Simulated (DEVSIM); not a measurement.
Device: GaP p-i-n diode, at 300 K.

| layer (left to right) | material | thickness (μm) | Nd (cm⁻³) | Na (cm⁻³) | τn (s) | τp (s) |
|---|---|---|---|---|---|---|
| 1 | GaP | 0.260 | - | 3.6e17 | 9.9e-7 | 9.9e-7 |
| 2 | GaP | 11.0 | 6.6e12 | - | 9.9e-7 | 9.9e-7 |
| 3 | GaP | 0.170 | 1.9e18 | - | 9.9e-7 | 9.9e-7 |

Left contact: ohmic. Right contact: ohmic. Voltage is applied to the left contact. Recombination: SRH at mid-gap, Auger. Mobility is constant in doping.

The device is made up for the run: typed textbook-type constants, with dimensions and the other settings drawn at random. Values at 300 K.

```tsv
parameter	GaP
gap (eV)	2.26
affinity (eV)	3.8
permittivity	11.1
Nc (cm⁻³)	1.8e19
Nv (cm⁻³)	1.9e19
μn (cm²/Vs)	250
μp (cm²/Vs)	150
Cn (cm⁶/s)	1e-30
Cp (cm⁶/s)	1e-30
```

Model (solved in DEVSIM): 1D drift-diffusion, Boltzmann statistics, complete ionisation; no tunnelling, impact ionisation, image-force lowering or self-heating.

**Question.** Tabulate band edges, carrier densities and field at zero bias.

**Answer.** Energies count from the Fermi level of the right contact; mesh points crowd at the junctions.

```
x (μm)   Ec (eV)  Ev (eV)  n (cm⁻³)  p (cm⁻³)  field (V/cm)
-------  -------  -------  --------  --------  ------------
0.000      2.158   -0.103     < 1e2    3.6e17           ≈ 0
0.02789    2.158   -0.103     < 1e2    3.6e17           ≈ 0
0.08196    2.158   -0.103     < 1e2    3.6e17           ≈ 0
0.1711     2.158   -0.103     < 1e2    3.6e17           ≈ 0
0.2396     2.156   -0.104     < 1e2    3.4e17         -2200
0.2643     2.118   -0.142     < 1e2    7.8e16        -26000
0.2998     2.065   -0.195     < 1e2    1.0e16         -9500
0.4275     1.999   -0.261     < 1e2    7.8e14         -3400
0.6677     1.936   -0.324     < 1e2    6.8e13         -2300
1.171      1.828   -0.432     < 1e2    1.1e12         -2100
2.343      1.591   -0.669     < 1e2     1.1e8         -2000
6.394      0.885   -1.375     24000     < 1e2         -1500
9.115      0.510   -1.750    4.8e10     < 1e2         -1200
10.32      0.369   -1.891    1.2e13     < 1e2         -1100
10.95      0.286   -1.974    2.8e14     < 1e2         -1800
11.14      0.238   -2.022    1.8e15     < 1e2         -4000
11.22      0.186   -2.074    1.4e16     < 1e2        -11000
11.26      0.112   -2.148    2.4e17     < 1e2        -45000
11.29      0.058   -2.202    1.9e18     < 1e2           ≈ 0
11.34      0.058   -2.202    1.9e18     < 1e2           ≈ 0
11.39      0.058   -2.202    1.9e18     < 1e2           ≈ 0
11.43      0.058   -2.202    1.9e18     < 1e2           ≈ 0
```
